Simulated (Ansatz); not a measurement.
Consider these faces of rutile IrO2, relaxed from ideal cuts in 1x1 cells: (001), (100), (101), (110).

Calculation: PBE (plane waves to 420 eV, PAW; Ansatz, an electronic-structure program).

Problem. Order them by surface energy (lowest first) at the level PBE.

Solution. (110) (1.45 J/m²), (101) (1.63 J/m²), (100) (1.91 J/m²), (001) (2.39 J/m²)
